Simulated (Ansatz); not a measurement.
Results of r²SCAN (PAW; Ansatz, a program for electronic structure) for LaGaO3 (Imma, No. 74, 10 atoms in the cell; start mp-556983; a measured phase of this formula has another space group).

Settings: plane-wave cutoff 560 eV, 10×10×10 k mesh, Fermi–Dirac smearing 0.01 eV, scalar-relativistic PAW data made under PBE.

Cell (relaxed with PBEsol):

```xyz
10
Lattice="-2.7331 3.8670 2.7654 2.7331 -3.8670 2.7654 2.7331 3.8670 -2.7654" Properties=species:S:1:pos:R:3 pbc="T T T"
La     0.0000     5.8005     0.0390
La     2.7331    -1.9335     2.7264
Ga     2.7331     0.0000     0.0000
Ga     0.0000     0.0000     2.7654
O      1.3666     3.5359    -1.3827
O     -1.3666     4.1981     1.3827
O      1.3666     4.1981     1.3827
O      1.3666    -0.3311     1.3827
O      0.0000     1.9335     2.3353
O      2.7331     1.9335     0.4301
```

### Question
What does this level give for the band gap and smallest direct gap on the k points sampled?

### Answer

- band gap: 4.23 eV
- smallest direct gap on the k points sampled: 4.39 eV

Note: cell and atoms aren't relaxed at this level (largest force component 0.14 eV/Å, pressure 2.2 GPa).

Spin–orbit coupling is not included.

Computed values are for the static lattice.

A start named mp-… is a Materials Project structure, which need not be a measured phase.
